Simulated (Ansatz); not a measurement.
BP: 5 layers

Base system: BP in the zinc blende structure (space group F-43m, No. 216; a = 4.537 Å). Axes: x, y, z lie along the cube axes.

One thing is altered: a free-standing slab of 5 layers (10 atoms, 2 a layer) is cut normal to [110], with 15 Å of vacuum and the in-plane cell held at bulk.

All numbers come from r2SCAN, PAW, 500 eV (Ansatz, an electronic-structure program; scalar-relativistic without spin-orbit coupling). k-mesh 10×7×1 (Γ-centred); smearing 0.05 eV (Fermi–Dirac), for the changed cell.

```csv
quantity,base,changed,shift
layer's space group (with vacuum),–,Pmm2 (No. 25),–
shortest interatomic distance,1.964 Å,1.895 Å,-0.0696 Å
band gap,1.41 eV,0.78 eV,-0.63 eV
gap character,–,"indirect, Γ → X–U (20 % along)",–
smallest direct gap,3.60 eV,1.40 eV,-2.20 eV
"valence-band top at Γ (three highest levels, from the VBM)","0.00, 0.00, 0.00 eV","0.00, -0.05, -0.59 eV",–
excess energy per area of both faces (slab less bulk energy over the cell's area: twice a surface energy),–,4.22 J/m²,–
change of the spacing d12 from its bulk value of 1.604 Å,–,-6.8 %,–
change of the spacing d23 from its bulk value of 1.604 Å,–,+0.8 %,–
```

Final structure:

```yaml
crystal:
  lattice:
    - [3.20784, 0.00000, 0.00000]
    - [0.00000, 4.53657, 0.00000]
    - [0.00000, 0.00000, 21.41568]
  atoms:
    - { symbol: P, position: [0.75000, 0.50057, 0.34351] }
    - { symbol: B, position: [0.25000, 0.29325, 0.36591] }
    - { symbol: P, position: [0.25000, 0.98106, 0.42469] }
    - { symbol: B, position: [0.75000, 0.73681, 0.42438] }
    - { symbol: P, position: [0.75000, 0.48802, 0.50000] }
    - { symbol: B, position: [0.25000, 0.23862, 0.50000] }
    - { symbol: P, position: [0.25000, 0.98106, 0.57531] }
    - { symbol: B, position: [0.75000, 0.73681, 0.57562] }
    - { symbol: P, position: [0.75000, 0.50057, 0.65649] }
    - { symbol: B, position: [0.25000, 0.29325, 0.63409] }
```

Slab and bulk use different k-meshes, which limits the precision of the excess energy. Stability against distortions was not tested. k-point labels follow each cell's own Brillouin zone.
